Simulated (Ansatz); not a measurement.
Start from GaSb in the zinc blende structure (space group F-43m, No. 216; a = 6.112 Å).

Calculations: PBEsol (Ansatz, a first-principles code, PAW, without spin-orbit coupling), earlier PAW set.

Before the change:

| Item | Result |
|---|---|
| Lattice parameter a | 6.112 Å |

Perturbation: full substitution Sb → Ir; the structure is relaxed again.

Tabulated Pauling electronegativity and covalent radius: Sb 2.05, 1.39 Å; Ir 2.20, 1.41 Å.

Q: How does this affect the lattice parameter a?

A: The lattice parameter a decreases by 0.602 Å to 5.510 Å.

No phonon test of stability was made. As relaxed here, GaIr is a hypothetical phase, not in the database extracts checked. All final runs are without spin polarisation.
